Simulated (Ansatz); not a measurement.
Consider MoS2 in the 3R-MoS2 type structure (space group R3m, No. 160; a = 3.1532 Å, c = 17.9937 Å (hexagonal axes); layered, stacked along the Cartesian z axis).

The values are results of PBE-D3(BJ)/PAW in Ansatz (a first-principles code), no spin-orbit coupling, earlier PAW set, not measurements.

Before the change:

| Property | Result |
|---|---|
| Hole mass | 1.0 mₑ along k, 0.59 mₑ across (at T) |

Perturbation: the cell is scaled by 0.9589 in all directions; the atoms relax in the strained cell.

Estimate the effect on the energy relative to the base.

The energy goes up by 73 meV/atom.

What does the calculation give for the largest internal atomic displacement after the change?

The largest internal atomic displacement amounts to 0.097 Å.

What does the calculation give for the hole mass after the change?

The hole mass changes from 1.0 mₑ along k, 0.59 mₑ across (at T) to 1.0 mₑ along k, 0.55 mₑ across (at T).

The levels and masses belong to the bands next to the band gap. Masses are band curvatures over ±0.01 Å⁻¹ around the edge. Along k means along the line from Γ to the band edge. Whether these cells are dynamically stable was not tested.
